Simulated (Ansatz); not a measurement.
The reference is CeO₂ in the fluorite structure (space group Fm-3m, No. 225; a = 5.464 Å).

Method: plane-wave PAW DFT at the PBE level (Ansatz, a program for electronic structure, 420 eV), scalar-relativistic without spin-orbit coupling.

For the base:

| Item | Value |
|---|---|
| Smallest direct gap | 1.97 eV |
| Band gap | 1.89 eV |

The change: an isotropic linear strain of −0.67 %, atoms relaxed at fixed cell.

Question: What happens to the smallest direct gap and band gap?

Answer: The smallest direct gap grows by 0.062 eV (1.97 eV → 2.04 eV); the band gap increases by 0.06 eV, from 1.89 eV to 1.95 eV.

Whether these cells are dynamically stable was not tested. Seeded moments were not kept for the base. The final runs are not spin-polarised.
